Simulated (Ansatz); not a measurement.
# CdSe: uniaxial strain ε_zz = −1.80 %

Base system: CdSe in the wurtzite structure (space group P6_3mc, No. 186; a = 4.3019 Å, c = 7.0210 Å). Axes: x lies along a and z along c of the hexagonal cell.

It is then changed as follows: the cell is compressed by 1.80 % along z with no lateral relaxation; the atoms relax in the strained cell.

Calculations: PBEsol, PAW, 420 eV (Ansatz, an electronic-structure program; scalar-relativistic without spin-orbit coupling). k-mesh 9×9×5 (Γ-centred); smearing 0.05 eV (Fermi–Dirac).

```json
[
 {"quantity": "space group", "base": "P6_3mc (No. 186)", "changed": "P6_3mc (No. 186)", "shift": "–"},
 {"quantity": "shortest interatomic distance", "base": "2.633 Å", "changed": "2.618 Å", "shift": "-0.0144 Å"},
 {"quantity": "energy relative to the base (free energy F)", "base": "0 meV/atom", "changed": "+2.4 meV/atom", "shift": "+2.4 meV/atom"},
 {"quantity": "pressure (mean of the normal stresses, compression positive)", "base": "0.00 GPa", "changed": "0.98 GPa", "shift": "+0.98 GPa"},
 {"quantity": "band gap (an upper bound: an edge found on the path is not a true extremum; the changed cell)", "base": "0.54 eV", "changed": "0.59 eV", "shift": "+0.05 eV"},
 {"quantity": "largest internal atomic displacement", "base": "–", "changed": "0.014 Å", "shift": "–"},
 {"quantity": "stress (xx, yy, zz, yz, xz, xy; compression positive)", "base": "–", "changed": "(0.72, 0.72, 1.50, 0.00, 0.00, 0.00) GPa", "shift": "–"}
]
```

Cost of the whole job for the changed cell (relaxation, final SCF and bands): about 90 core-seconds (a rough figure).

No phonon test of stability was made.
